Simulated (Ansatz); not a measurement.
For MoSeS (P-3m1, No. 164, 6 atoms in the cell; start mp-1221404), LDA (PAW; Ansatz, a first-principles code) gives:

| Property | Value |
|---|---|
| lattice parameter a | 3.190 Å |
| lattice parameter c | 12.569 Å |
| bulk modulus | 31.6 GPa |
| cohesive energy | 6.02 eV/atom |
| band gap | 0.53 eV |

Q: What does r²SCAN in Ansatz (plane waves, PAW) give for the same quantities?

A: 
- lattice constant a: 3.252 Å (grows by 1.9 %)
- lattice parameter c: 13.563 Å (grows by 7.9 %)
- bulk modulus: 14.9 GPa (drops by 53 %)
- cohesive energy: 4.55 eV/atom (falls by 1.47 eV/atom)
- band gap: 1.07 eV (grows by 0.54 eV)

Changes are worked out from the printed values.

Unless a cell is named, each level is at its own relaxed cell (LDA 18.46, r²SCAN 20.70 Å³/atom).

Spin–orbit coupling is included only where a level's name says +SOC; with heavier elements it mostly lowers gaps and can invert bands. Density-functional gaps are differences of (generalised) Kohn–Sham levels.

The crystal itself was run without spin with LDA, r²SCAN; a magnetic state was not tried in these runs.

Caveats: the bulk modulus is −V dP/dV from two relaxed cells at ±2 % in volume (LDA, r²SCAN); the relaxation could not lower the start's symmetry, so the cell can be a saddle point above a distorted one (LDA, r²SCAN). Ansatz's density-functional and Hartree–Fock values are scalar-relativistic unless marked +SOC, with PAW data made under PBE.

A start named mp-… is a Materials Project structure, which need not be a measured phase.
